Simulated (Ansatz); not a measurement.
The reference is CdGeAs₂ in the chalcopyrite structure (space group I-42d, No. 122).

```xyz
8
Lattice="-3.0238 3.0238 5.7442 3.0238 -3.0238 5.7442 3.0238 3.0238 -5.7442" Properties=species:S:1:pos:R:3 pbc="T T T"
Cd     0.0000     0.0000     0.0000
Cd     0.0000     3.0238     2.8721
Ge     0.0000     0.0000     5.7442
Ge     3.0238     0.0000     2.8721
As     1.3503     1.5119     7.1802
As     1.5119    -1.3503     4.3081
As     1.6735     1.5119     1.4360
As     1.5119     4.3741    -1.4360
```

Cartesian axes are those of the cell as printed.

Level of theory: PBE/PAW in Ansatz (a program for electronic structure), without spin-orbit coupling.

Base values:

The shortest interatomic distance comes out as 2.484 Å.

Now apply this change: uniaxial strain ε_zz = +2.25 %, all other strain components held at zero; the atoms relax in the strained cell.

What does the calculation give for the energy relative to the base, stress and shortest interatomic distance after the change?

The energy increases by 2.9 meV/atom; the stress (xx, yy, zz, yz, xz, xy; compression positive) amounts to (-0.86, -0.86, -1.56, 0.00, 0.00, 0.00) GPa; the shortest interatomic distance increases by 0.020 Å to 2.504 Å.

Stability against distortions was not tested.
